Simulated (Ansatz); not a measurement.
Strongest site found for several adsorbates on bcc W (110).

Method: PBE (plane waves to 420 eV, PAW; Ansatz, a first-principles code).

Counted are starts at which the adsorbate stayed whole and on top. Thin slabs; no dispersion, zero-point or thermal terms; negative values mean binding.

```
adsorbate, area an adsorbate          reference  bonded to  E_ads (eV)  shortest bond to the host (Å)
----------------------------  -----------------  ---------  ----------  -----------------------------
Al, 29 Å²                     an atom of fcc Al        4 W  (withheld)                           2.58
OH, 7 Å²                       H2O(g) − ½ H2(g)        2 W       -0.93                           2.17
Cl, 7 Å²                               ½ Cl2(g)        2 W       -1.32                     (withheld)
Y, 29 Å²                       an atom of hcp Y        4 W       -0.71                           2.86
S, 14 Å²                                ⅛ S8(g)        3 W  (withheld)                     (withheld)
Sc, 29 Å²                     an atom of hcp Sc        4 W       -0.55                           2.72
N, 7 Å²                                 ½ N2(g)        3 W       -0.90                           1.98
O, 29 Å²                                ½ O2(g)        3 W  (withheld)                           2.06
OH, 29 Å²                      H2O(g) − ½ H2(g)        2 W       -0.99                           2.15
```

Problem. What belongs in the gaps?

Solution. 
- Al, 29 Å², E_ads (eV): -0.42
- Cl, 7 Å², shortest bond to the host (Å): 2.44
- S, 14 Å², E_ads (eV): -2.41
- S, 14 Å², shortest bond to the host (Å): 2.38
- O, 29 Å², E_ads (eV): -4.16
